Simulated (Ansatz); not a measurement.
Abridged Ansatz (a quantum-chemistry and plane-wave program) output:

```
Pseudopotential: Cu, paw, valence charge 19
Crystal: 2 atoms, lattice volume = 22.639 Å³
Basis set: ecut = 420 eV, 427 PW (Γ), exchange–correlation on 36×36×60 points (8 copies of the dense FFT grid, shifted against one another)
Bands: 23, of which v1, the nominal top of the filled ones, is band 19 counted from 1 (18 counted from 0)
Symmetry: 24 space group operations
k-points: 288 of 4851
Functional: x = pbesol(κ = 0.804, μ = 0.12345679012345678), c = pbesol(β = 0.046)
SCF iter   1: F=—  HF=-13177.543302 eV  |F-HF|=—  |Δ(HF+E_count)|=         —  Δρ=2.25e-2  dr2=5.95e-2  ethr=1.77e-3  ⟨swp⟩=5.6  Hψ=25046  notcnv=0
SCF iter   2: F=—  HF=-13177.530768 eV  |F-HF|=—  |Δ(HF+E_count)|=   1.25e-2  Δρ=5.61e-3  dr2=4.09e-3  ethr=1.57e-4  ⟨swp⟩=2.5  Hψ=12246  notcnv=0  defer=24
SCF 1 converged in 6 iterations: F = -13177.529848 eV  dr2 = 3.09e-11
SCF converged after 6 iterations
Free energy (F): -13177.529848 eV
Internal energy: -13177.523642 eV  (E = F + TS)
E sigma→0 (E₀):  -13177.526745 eV
Entropy (-TS):   -0.006206 eV (-3.103 meV/atom)
Fermi energy:    17.543766 eV
--- Forces (eV/Å), atoms counted from 1 ---
  atom   1  Cu     0.00000000     0.00000000     0.00000000
  atom   2  Cu    -0.00000000    -0.00000000    -0.00000000
--- Stress (GPa, compression-positive) ---
       -0.000764      -0.000000       0.000000
       -0.000000      -0.000764      -0.000000
        0.000000      -0.000000       0.001916
  P = ⅓ Tr σ = 0.0001 GPa (0.001 kbar)
```

Problem. What was computed, and what are the main results?

Solution. Cu, 2 atoms in the cell, with PBEsol (Ansatz, PAW, no spin-orbit coupling). The last SCF converged to F = -13177.529848 eV, or -6588.7649 eV per atom, at a pressure of 0.00 GPa. The total energy compares only with runs of the same code, potentials and settings.

Stability against distortions was not tested. All final runs are without spin polarisation. The cell was made from Au by this change: Au → Cu; the result is a model cell, its experimental status unchecked. This is not the structure that Cu has at room temperature and ambient pressure.
